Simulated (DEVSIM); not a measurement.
# Schottky contact on n-type β-Ga2O3

Structure: Schottky contact on n-type β-Ga2O3, at 300 K.

```
layer (left to right)  material  thickness (μm)  Nd (cm⁻³)   τn (s)   τp (s)
---------------------  --------  --------------  ---------  -------  -------
1                       β-Ga2O3            6.10     2.6e15  3.1e-10  3.1e-10
```

Left contact: Schottky, work function 5.1 eV, emission velocity 2e6 cm/s. Right contact: ohmic. Voltage is applied to the left contact. Recombination: SRH at mid-gap, radiative, Auger. Mobility is constant in doping.

The device is made up for the run: typed textbook-type constants, with dimensions and the other settings drawn at random. Values at 300 K.

```csv
parameter,β-Ga2O3
gap (eV),4.8
affinity (eV),4
permittivity,10
Nc (cm⁻³),3.7e18
Nv (cm⁻³),5e20
μn (cm²/Vs),160
μp (cm²/Vs),1
B (cm³/s),1e-12
Cn (cm⁶/s),1e-31
Cp (cm⁶/s),1e-31
```

DEVSIM, 1D drift-diffusion, Boltzmann statistics, complete ionisation; no tunnelling, impact ionisation, image-force lowering or self-heating. Metal contacts follow the ideal Schottky-Mott rule: no Fermi-level pinning, no interface dipoles.

- Potential step across the device at zero bias: 0.912 V
- Largest field in the device at zero bias: 29000 V/cm
- Dark forward voltage at 1 A/cm²: 0.771 V
- Dark forward voltage at 100 A/cm²: 1.803 V

Dark reverse current:

```csv
V (V),J (A/cm²)
-0.40,-2.9e-13
-1.00,-3.0e-13
-2.00,-3.2e-13
-3.00,-3.3e-13
-4.00,-3.3e-13
-6.00,-3.4e-13
-8.00,-3.5e-13
-10.00,-3.5e-13
-13.00,-3.5e-13
-16.00,-3.6e-13
-20.00,-3.6e-13
```

Dark forward current:

```json
[
 {"V (V)": "0.05", "J (A/cm²)": "1.6e-12"},
 {"V (V)": "0.15", "J (A/cm²)": "8.7e-11"},
 {"V (V)": "0.25", "J (A/cm²)": "4.1e-9"},
 {"V (V)": "0.35", "J (A/cm²)": "1.9e-7"},
 {"V (V)": "0.45", "J (A/cm²)": "8.7e-6"},
 {"V (V)": "0.55", "J (A/cm²)": "0.00039"},
 {"V (V)": "0.65", "J (A/cm²)": "0.017"},
 {"V (V)": "0.75", "J (A/cm²)": "0.58"},
 {"V (V)": "0.85", "J (A/cm²)": "4.9"},
 {"V (V)": "0.95", "J (A/cm²)": "13"},
 {"V (V)": "1.10", "J (A/cm²)": "27"},
 {"V (V)": "1.20", "J (A/cm²)": "37"},
 {"V (V)": "1.30", "J (A/cm²)": "47"},
 {"V (V)": "1.40", "J (A/cm²)": "57"},
 {"V (V)": "1.50", "J (A/cm²)": "68"},
 {"V (V)": "1.60", "J (A/cm²)": "78"},
 {"V (V)": "1.70", "J (A/cm²)": "89"},
 {"V (V)": "1.80", "J (A/cm²)": "100"},
 {"V (V)": "1.90", "J (A/cm²)": "110"},
 {"V (V)": "2.00", "J (A/cm²)": "120"}
]
```
